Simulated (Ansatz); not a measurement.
## GaAs with two functionals, pressure −2 GPa

Base system: GaAs in the zinc blende structure (space group F-43m, No. 216; a = 5.746 Å).

(Cell as relaxed with PBE.)

Levels (all Ansatz, a first-principles code, PAW, earlier PAW set): PBE (420 eV, no spin-orbit coupling); r2SCAN (500 eV, no spin-orbit coupling).

Each level relaxes its own structure.

| base | PBE | r2SCAN |
|---|---|---|
| volume per atom | 23.71 Å³ | 22.73 Å³ |
| lattice parameter a | 5.746 Å | 5.666 Å |
| band gap | 0.16 eV | 0.97 eV |

Perturbation: hydrostatic tension (pressure −2 GPa).

| quantity | PBE | r2SCAN |
|---|---|---|
| lattice parameter a | 5.816 Å | ? |
| band gap | zero | ? |

**Question.** Given the PBE results, estimate those of r2SCAN.

**Answer.** 
- lattice parameter a, r2SCAN: 5.721 Å
- band gap, r2SCAN: 0.73 eV

PBE's lattice parameter a lies 0.0943 Å above r2SCAN's (1.6 %); they disagree on the band gap. Neither level is exact; r2SCAN is the comparison here, not a measurement.

Load acts through the strain it causes; cell and atoms are relaxed under it. No phonon test of stability was made. The final runs are not spin-polarised. The zero or small gap of GaAs can change with the level of theory.
